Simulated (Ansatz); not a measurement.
The cell is built on a prototype and need not be the phase stable at ambient conditions.

By PBEsol, the system below comes out a metal.

Consider the following.

```xyz
2
Lattice="3.7176 0.0000 0.0000 0.0000 3.8440 0.0000 0.0000 -1.9220 3.3290" Properties=species:S:1:pos:R:3 pbc="T T T"
Sn     0.0000     0.0000     0.0000
Ge     1.8588     0.0000     2.2193
```

Space group of this cell: P-6m2. The cell was relaxed by PBE-D3(BJ); by PBEsol its mean pressure is -0.6 GPa.

The current flows along the normal of the first two printed cell vectors. No spin-orbit coupling; the value is a mean over 0.1 eV about the Fermi level.

### Question
Estimate the ballistic conductance per area that PBEsol in Ansatz (a program for electronic structure) returns for this system.

### Answer
0.88 × 10¹⁵ S/m² for both spins.
